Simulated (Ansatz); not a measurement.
Take Pt in the fcc (Cu type) structure (space group Fm-3m, No. 225; a = 3.9183 Å) as the base.

Now apply this change: hydrostatic tension (pressure −1 GPa).

Levels (all Ansatz, a program for electronic structure, PAW): PBEsol (420 eV, no SOC); PBEsol+SOC (420 eV, noncollinear with spin-orbit coupling).

The geometry is relaxed with PBEsol.

| Quantity | Result |
|---|---|
| PBEsol pressure | -1.0 GPa |

With PBEsol+SOC at the same geometry, the pressure grows by 0.3 GPa, from -1.0 GPa to -0.7 GPa.

Single points use the geometry relaxed with PBEsol. Differences between runs with and without spin-orbit coupling are approximate. Load acts through the strain it causes; cell and atoms are relaxed under it. Stability against distortions was not tested. The runs without spin-orbit coupling are not spin-polarised.
